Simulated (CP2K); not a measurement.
Band structure of AlN (F-43m, 2 atoms in the cell).

```
AlN
1.0
    3.08864     0.00000     0.00000
    1.54432     2.67484     0.00000
    1.54432     0.89161     2.52186
Al N
1 1
Direct
  0.00000   0.00000   0.00000
  0.75000   0.75000   0.75000
```

Level of theory: LDA (Pade form), GPW, DZVP-MOLOPT-SR-GTH basis, GTH-PADE potentials (GTH_POTENTIALS) run with CP2K.

Settings: CUTOFF = 400 Ry; REL_CUTOFF = 50 Ry; KPOINTS/SCHEME = MONKHORST-PACK 7 7 7; XC_FUNCTIONAL = PADE; Al/BASIS_SET = DZVP-MOLOPT-SR-GTH-q3; Al/POTENTIAL = GTH-PADE-q3; N/BASIS_SET = DZVP-MOLOPT-SR-GTH-q5; N/POTENTIAL = GTH-PADE-q5; METHOD = GPW; EPS_DEFAULT = 1e-10; EXTRAPOLATION = USE_GUESS; NGRIDS = 4; SCF_GUESS = ATOMIC; EPS_SCF = 1e-06.

The starting cell comes from a database of computed structures (which also holds hypothetical and non-ambient phases and stackings), without a prior relaxation at this level. Values carry the incompleteness of an atom-centred basis.

Question: Predict the gap along the standard path and the places of the band edges.

Answer: The gap along the path is 3.24 eV, from Γ to X; the smallest direct gap on it is 4.38 eV.

Levels in eV from the top of the valence band on the SCF mesh, bands 1 to 5:
```json
[
 {"point": "Γ", "1": "-14.86", "2": "0.00", "3": "0.00", "4": "0.00", "5": "4.38"},
 {"point": "X", "1": "-12.10", "2": "-5.01", "3": "-1.83", "4": "-1.83", "5": "3.24"},
 {"point": "W", "1": "-12.03", "2": "-3.87", "3": "-3.53", "4": "-2.80", "5": "6.03"},
 {"point": "K", "1": "-12.11", "2": "-4.35", "3": "-3.74", "4": "-1.42", "5": "5.14"},
 {"point": "L", "1": "-12.76", "2": "-5.98", "3": "-0.49", "4": "-0.49", "5": "7.33"},
 {"point": "U", "1": "-12.11", "2": "-4.35", "3": "-3.74", "4": "-1.42", "5": "5.14"}
]
```

Higher empty bands are left out: an atom-centred basis made for the valence describes them poorly.
